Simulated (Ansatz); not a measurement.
Pressure series in VBiO4

The parent structure is VBiO$_{4}$ (space group I4_1/a, No. 88; a = 5.166 Å, c = 11.779 Å).

Cell and atoms are relaxed at each pressure.

Level of theory: Kohn–Sham DFT with the PBE functional, run in Ansatz (a program for electronic structure) with PAW and 420 eV plane waves, scalar-relativistic without spin-orbit coupling, earlier PAW set.

Candidates:
(a) pressure −2 GPa
(b) pressure 2.1 GPa
(c) pressure 9 GPa
(d) pressure 4.5 GPa

For the base:

| Item | Result |
|---|---|
| Band gap | 2.26 eV |

Problem. Order them by band gap, lowest first.

Solution. (c) pressure 9 GPa (2.05 eV), (d) pressure 4.5 GPa (2.15 eV), (b) pressure 2.1 GPa (2.21 eV), (a) pressure −2 GPa (2.30 eV)

Spin-orbit coupling, missing from the scalar runs, can matter with Bi. Load acts through the strain it causes; cell and atoms are relaxed under it. Stability against distortions was not tested. No other phases were tried under pressure. Starting moments died away, wholly or in part, for the base; another magnetic solution may exist. All final runs are without spin polarisation.
